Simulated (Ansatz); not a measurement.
The starting structures come from a database of crystals and need not be the phases stable at ambient conditions.

 Where the default PAW files enter, the runs use the earlier of Ansatz's two default sets.

By LDA and PBEsol, the system below comes out a metal.

Consider the following.

```yaml
crystal:
  lattice:
    - [4.54939, 0.00000, 0.00000]
    - [0.00000, 6.43381, 0.00000]
    - [0.00000, 3.21690, 3.21690]
  atoms:
    - { symbol: Cr, position: [0.50000, 0.75000, 0.25000] }
    - { symbol: Cr, position: [0.50000, 0.25000, 0.75000] }
    - { symbol: Cr, position: [0.00000, 0.50000, 0.25000] }
    - { symbol: Cr, position: [0.00000, 0.50000, 0.75000] }
    - { symbol: Cr, position: [0.25000, 0.00000, 0.50000] }
    - { symbol: Cr, position: [0.75000, 0.00000, 0.50000] }
    - { symbol: Ge, position: [0.00000, 0.00000, 0.00000] }
    - { symbol: Ge, position: [0.50000, 0.50000, 0.00000] }
```

Space group of this cell: Pm-3n, A15 (Cr3Si type). The cell is taken as given; by PBEsol its mean pressure is -3.4 GPa.

The current runs along the normal of the first two printed vectors, the (110) plane. All runs by Ansatz (a first-principles code), plane waves and PAW, without spin-orbit coupling; the base is PBEsol.

| run | mean pressure (GPa) | G/A, both spins (10¹⁵ S/m²) |
|---|---|---|
| base | -3.4 | 0.89 |
| all lengths scaled by 0.98 | 13.1 | 0.93 |
| all lengths scaled by 1.02 | -15.7 | (withheld) |
| lda in place of pbesol | -10.1 | 0.89 |
| lengths across the current scaled by 0.98, ions clamped | 7.2 | 0.91 |
| lengths across the current scaled by 1.02, ions clamped | -11.9 | (withheld) |
| lengths along the current scaled by 0.97, ions clamped | 4.5 | 0.91 |
| lengths along the current scaled by 1.03, ions clamped | -9.8 | (withheld) |

Task: Fill in the missing entries.

Result: 
- all lengths scaled by 1.02, G/A, both spins (10¹⁵ S/m²): 0.85
- lengths across the current scaled by 1.02, ions clamped, G/A, both spins (10¹⁵ S/m²): 0.86
- lengths along the current scaled by 1.03, ions clamped, G/A, both spins (10¹⁵ S/m²): 0.86
